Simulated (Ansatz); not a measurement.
SiC (P6_3mc), r2SCAN with spin-orbit coupling, rigid bands in Ansatz (a program for electronic structure): N_v = 6.11e19 cm⁻³ at 300 K and a hole conductivity mass of 1.43 mₑ along z (a = (3.08, 0.00, 0.00) Å; b = (-1.54, 2.66, 0.00) Å; c = (0.00, 0.00, 5.05) Å).

### Question
For 1e16 holes per cm³ at 300 K, place the Fermi level, estimate the Seebeck coefficient of a parabolic band with constant τ, and give mobility and conductivity for τ = 5 fs.

### Answer
The level lies k_BT ln(N_v/p) = 0.225 eV above the valence-band maximum. S ≈ +(k_B/e)[ln(N_v/p) + 5/2] = 967 μV/K, against 980 μV/K from the full bands (mean over directions). μ = eτ/m = 6.15 cm²/(V·s) and σ = peμ = 0.00985 S/cm. τ is assumed, not computed.

Band transport and this doping are assumed; polarons and phonon drag are left out. Geometry: cell and atoms relaxed with PBEsol.
